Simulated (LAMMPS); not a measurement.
Pressure dependence of Si (diamond structure) at 1010 K, from the crystal.

All values are model results, not measurements: classical MD, pair style tersoff, file SiC_1994.tersoff (LAMMPS).

```tsv
P (GPa)	state	volume	coordination number
0	crystal; no diffusion seen in 30 ps	20.428 ± 0.001 Å³/atom	4.00 (counted to 2.94 Å)
2	crystal; no diffusion seen in 30 ps	19.992 ± 0.001 Å³/atom	4.00 (counted to 3.02 Å)
5	crystal; no diffusion seen in 30 ps	19.4236 ± 0.0009 Å³/atom	4.00 (counted to 2.98 Å)
```

Caution (rows 2; 5): a run this short can hold a crystal over, or a liquid under, the potential's own melting point, which these runs don't give.

Estimate the isothermal bulk modulus at zero pressure. A parabola P(ln V) through the three points gives −dP/d ln V = 88 GPa at zero pressure.

States go by the mean squared displacement: a species diffuses where it passes 1.5 Å², still rises and gives D over 1e-6 cm²/s; a crystal has left its structure where atoms lie 0.35 Å off their sites on average or a cubic box changes its shape by 3 %, or the axial ratios of another lie 8 % off the starting cell's, which the potential's own relaxation can also do.

Uncertainties are statistical and leave out the potential's own error.
